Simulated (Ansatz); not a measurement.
The parent structure is Sr in the fcc (Cu type) structure (space group Fm-3m, No. 225; a = 5.923 Å). Axes: x, y, z lie along the cube axes.

The values are results of plane-wave PAW DFT at the PBEsol level (Ansatz, a program for electronic structure, 420 eV), spin-orbit coupling left out, not measurements.

Before the change:

| Quantity | Value |
|---|---|
| Pressure | 0.0 GPa |
| Shortest interatomic distance | 4.188 Å |
| Band gap | zero |

Modification: the cell is compressed by 2.00 % along z with no lateral relaxation, atoms relaxed at fixed cell.

Problem. What does the calculation give for the energy relative to the base, pressure, shortest interatomic distance and band gap after the change?

Solution. The energy grows by 1.0 meV/atom; the pressure (mean of the normal stresses, compression positive) goes from zero to 0.3 GPa; the shortest interatomic distance falls by 0.042 Å (4.188 Å → 4.146 Å); the band gap is still zero.

The cells carry an imposed strain or load. Stability against distortions was not tested.
